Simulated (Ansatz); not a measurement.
## Hypothetical diamond Pt: pressure 0.7 GPa

Take Pt in the diamond structure (space group Fd-3m, No. 227; a = 5.6883 Å; a hypothetical phase, not in the database extracts checked) as the base.

One thing is altered: cell and atoms relaxed at a pressure of 0.7 GPa.

Level of theory: PBEsol in Ansatz (plane waves to 420 eV, PAW, no spin-orbit coupling). Γ-centred 14×14×14 mesh, Fermi–Dirac width 0.05 eV.

```csv
quantity,base,changed,shift
volume per atom,23.01 Å³,22.89 Å³,-0.12 Å³
density,14.08 g/cm³,14.15 g/cm³,+0.07 g/cm³
lattice parameter a,10.749 bohr,10.731 bohr,-0.018 bohr
shortest interatomic distance,4.655 bohr,4.647 bohr,-0.008 bohr
band gap,zero,zero,–
```

Final structure:

```
Pt
1.0
    0.00000     2.83937     2.83937
    2.83937     0.00000     2.83937
    2.83937     2.83937     0.00000
Pt
2
Cartesian
  1.41968   1.41968   1.41968
  0.00000   0.00000   0.00000
```

Cost of the whole job for the changed cell (relaxation, final SCF and bands): about 15 core-seconds (a rough figure).

Load acts through the strain it causes; cell and atoms are relaxed under it. Whether these cells are dynamically stable was not tested. The final runs are not spin-polarised. Pt has a high density of states at the Fermi level and may be magnetic at this level.

Ansatz is an electronic-structure program.
